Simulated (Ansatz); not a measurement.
Structures of equal composition on the (100) surface of rock-salt TiN: Zr on all Ti sites of the second plane; Zr on all Ti sites of the top plane. The slabs share one bottom face, and each structure is named by its start. These are constructed structures in small cells; real faces may alloy, dewet or reconstruct in larger ones, and not all known structures of the face are among them. Slabs of about 10 Å, Fermi-Dirac smearing of 0.1 eV. Bottom of the slabs: a bare face, its two planes held. Relaxed from the named starts with such symmetry as they have, on meshes of like density; energies extrapolated to zero smearing; spin only where a row says so; no spin-orbit coupling, no U. Brackets mark spin-polarised runs, whose order is one that fits the cell.

Computed with r2SCAN, at the PBE geometry (plane waves to 500 eV, PAW; Ansatz, an electronic-structure program).

Q: Rank these by energy per 1x1 cell (lowest first), as r2SCAN, at the PBE geometry gives it.

A: Zr on all Ti sites of the top plane (0.000 eV), Zr on all Ti sites of the second plane (0.546 eV)
